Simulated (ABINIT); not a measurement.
ABINIT is run on CaAu₅ (F-43m, 6 atoms in the cell), and the run fails. The aim is a self-consistent single point with DFT, LDA (PW92), plane waves, norm-conserving pseudopotentials (PseudoDojo nc-sr-04 LDA standard).

The input file:

```
# CaAu5, PseudoDojo nc-sr-04 LDA standard
pp_dirpath "./"
pseudos "Au.upf, Ca.upf"
acell 3*1.0 Angstrom
rprim
         0.0000000000    3.8735000000    3.8735000000
         3.8735000000   -0.0000000000    3.8735000000
         3.8735000000    3.8735000000   -0.0000000000
natom 6
ntypat 2
znucl 79 20
typat 1 2 1 1 1 1
xcart
         3.6599270719    3.6599270719    3.6599270719
         0.0000000000    0.0000000000    0.0000000000
         9.1498176797    9.1498176797    9.1498176797
         9.1498176797    5.4898906078    5.4898906078
         5.4898906078    5.4898906078    9.1498176797
         5.4898906078    9.1498176797    5.4898906078
ecut 38 Ha
ixc 7
occopt 7
tsmear 0.136 eV
nband 66
kptopt 1
ngkpt 4 4 4
nshiftk 1
shiftk 0 0 0
nstep 4
tolvrs 1.0e-11
prtwf 0
prtden 0
```

Log, with long lists cut:

```
--- !BeginCycle
solver: {iscf: 7, nstep: 4, nline: 4, wfoptalg: 0, }
tolerances: {tolvrs: 1.00E-11, }
...

     iter   Etot(hartree)      deltaE(h)  residm     vres2
 ETOT  1  -775.60247317089    -7.756E+02 1.474E-01 3.351E+03
 ETOT  2  -776.19048431357    -5.880E-01 2.573E-02 2.674E+03
 ETOT  3  -776.52286319011    -3.324E-01 9.749E-03 5.662E+01
 ETOT  4  -776.52533230970    -2.469E-03 4.187E-03 2.186E+01

 Cartesian components of stress tensor (hartree/bohr^3)
  sigma(1 1)= -3.77330916E-05  sigma(3 2)=  0.00000000E+00
  sigma(2 2)= -3.77330916E-05  sigma(3 1)=  0.00000000E+00
  sigma(3 3)= -3.77330916E-05  sigma(2 1)=  0.00000000E+00
 scprqt:  WARNING -
  nstep=    4 was not enough SCF cycles to converge;
  potential residual=  2.186E+01 exceeds tolvrs=  1.000E-11

 ----iterations are completed or convergence reached----

 reduced coordinates (array xred) for    6 atoms
       0.250000000000      0.250000000000      0.250000000000
   [... lines left out ...]
 Fermi (or HOMO) energy (hartree) =   0.39858   Average Vxc (hartree)=  -0.46774
   [... lines left out ...]

--- !EnergyTerms
kinetic             :  2.25668834289879E+02
hartree             :  1.69487904427870E+02
xc                  : -1.32968764571756E+02
Ewald energy        : -5.20437105904168E+02
psp_core            :  2.32628167577875E+01
local_psp           : -5.56037119217914E+02
non_local_psp       :  1.44996016471754E+01
internal            : -7.76523832571126E+02
'-kT*entropy'       : -1.49973857762909E-03
total_energy        : -7.76525332309704E+02
total_energy_eV     : -2.11303288944934E+04
band_energy         : -7.77661948905015E+01
...

-Cartesian components of stress tensor (GPa)         [Pressure=  1.1101E+00 GPa]
- sigma(1 1)= -1.11014570E+00  sigma(3 2)=  0.00000000E+00
- sigma(2 2)= -1.11014570E+00  sigma(3 1)=  0.00000000E+00
- sigma(3 3)= -1.11014570E+00  sigma(2 1)=  0.00000000E+00

 Calculation completed.
```

Question: What is wrong, and how is it fixed?

Answer: The fault is an iteration limit that is too low. The loop is cut before its threshold is met, so whatever is printed at the end is not self-consistent. To fix it, raise the limit, or leave it to the default. The run ended unconverged after 4 iterations.

An input that runs soundly differs in these lines (not the only fix; some lines may just follow from the change or write a value another way):
```diff
-nstep 4
+nstep 50
```

With that input, the run converged in 12 iterations: free energy E − TS -21130.37 eV; Fermi level (on the code's own zero) 10.86 eV; pressure -5.49 GPa; largest force (vector length) 0.091 eV/Å (DFT, LDA (PW92), plane waves, norm-conserving pseudopotentials (PseudoDojo nc-sr-04 LDA standard)).

On the sound input: the starting cell comes from a database of published, mostly measured structures (it also holds non-ambient and calculated ones), without a prior relaxation at this level. With a pressure of about -5 GPa the cell is away from its equilibrium volume at this level.
